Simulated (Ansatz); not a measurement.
The reference is WC (space group P-6m2, No. 187; relaxed with 0.1 eV smearing).

```xyz
2
Lattice="2.9127 0.0000 0.0000 -1.4563 2.5225 0.0000 0.0000 0.0000 2.8354" Properties=species:S:1:pos:R:3 pbc="T T T"
W      0.0000     0.0000     0.0000
C      0.0000     1.6816     1.4177
```

Method: r2SCAN (Ansatz, an electronic-structure program), no spin-orbit coupling.

Strains are applied to the cell and any free atomic positions relax.

One change was made to it. Results:

```tsv
quantity	base	after
energy relative to the base (free energy F)	0 meV/atom	+11 meV/atom
pressure (mean of the normal stresses, compression positive)	0.0 GPa	-11.3 GPa
```

### Question
Which change produced these results?
A) isotropic strain +3.00 %
B) isotropic strain +1.00 %
C) isotropic strain +2.00 %
D) isotropic strain +1.50 %

### Answer
B, isotropic strain +1.00 %. For comparison, the energy relative to the base in the other runs: isotropic strain +2.00 % gives +44 meV/atom; isotropic strain +1.50 % gives +25 meV/atom; isotropic strain +3.00 % gives +97 meV/atom.

Stability against distortions was not tested. All final runs are without spin polarisation.
